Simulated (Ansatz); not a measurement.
# What uniaxial strain ε_xx = +1.80 % does to SiO2

Base system: SiO2 in the rutile structure (space group P4_2/mnm, No. 136; a = 4.195 Å, c = 2.678 Å). Axes: x, y, z lie along a, b, c of the conventional cell.

It is then changed as follows: uniaxial strain ε_xx = +1.80 %, all other strain components held at zero, atoms relaxed at fixed cell.

Calculations: PBEsol in Ansatz (plane waves to 420 eV, PAW, without spin-orbit coupling). k-mesh 8×8×12 (Γ-centred); smearing 0.05 eV (Fermi–Dirac).

```tsv
quantity	base	changed	shift
volume per atom	7.85 Å³	8.00 Å³	+0.141 Å³
shortest interatomic distance	1.766 Å	1.768 Å	+0.0029 Å
energy relative to the base (free energy F)	0 meV/atom	+3.2 meV/atom	+3.2 meV/atom
pressure (mean of the normal stresses, compression positive)	0.00 GPa	-4.52 GPa	-4.52 GPa
band gap	5.35 eV	5.12 eV	-0.23 eV
gap character	direct at Γ	direct at Γ	–
electron mass	0.37 mₑ along c, 0.47 mₑ across (at Γ)	0.44 mₑ along x, 0.47 mₑ along y, 0.37 mₑ along z (at Γ)	–
hole mass	1.8 mₑ along c, 1.1 mₑ across (at Γ)	0.97 mₑ along x, 1.3 mₑ along y, 1.9 mₑ along z (at Γ)	–
valence-band top at Γ (three highest levels, from the VBM)	0.00, -0.88, -0.88 eV	0.00, -0.79, -0.91 eV	–
largest internal atomic displacement	–	0.021 Å	–
stress (xx, yy, zz, yz, xz, xy; compression positive)	–	(-7.16, -3.13, -3.27, 0.00, 0.00, 0.00) GPa	–
```

Final structure:

```
CELL_PARAMETERS angstrom
      4.27000     0.00000     0.00000
      0.00000     4.19450     0.00000
      0.00000     0.00000     2.67848
ATOMIC_POSITIONS crystal
  Si 0.00000 0.00000 0.00000
  Si 0.50000 0.50000 0.50000
  O  0.31033 0.30372 0.00000
  O  0.81033 0.19628 0.50000
  O  0.18967 0.80372 0.50000
  O  0.68967 0.69628 0.00000
```

Effective masses come from finite differences of ±0.01 Å⁻¹. Stability against distortions was not tested. Labels are those of the standard path for the cell's own space group.

Ansatz is an electronic-structure program.
